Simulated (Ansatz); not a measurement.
The parent structure is GaAs in the zinc blende structure (space group F-43m, No. 216).

```yaml
crystal:
  lattice:
    - [0.00000, 2.87279, 2.87279]
    - [2.87279, 0.00000, 2.87279]
    - [2.87279, 2.87279, 0.00000]
  atoms:
    - { symbol: Ga, position: [0.00000, 0.00000, 0.00000] }
    - { symbol: As, position: [0.25000, 0.25000, 0.25000] }
```

Cartesian axes are those of the cell as printed.

All numbers come from PBE, PAW, 420 eV (Ansatz, a first-principles code; no spin-orbit coupling).

The change: every lattice vector is shortened by 3.00 %, atoms relaxed at fixed cell.

Predict the stress tensor and what it implies for the stiffness.

Stress of the strained cell less that of the base (GPa, compression positive):
```
   6.88    0.00    0.00
   0.00    6.88    0.00
   0.00    0.00    6.88
```

Then B = −ΔP/(ΔV/V₀) with ΔV/V₀ = -0.0873 gives secant stiffness values (nonlinear terms included at this strain): B ≈ 79 GPa.

As a check, the harmonic strain energy −½ V₀ Δσ:ε is 46 meV/atom; the computed energy rise is 41 meV/atom.

No phonon test of stability was made.
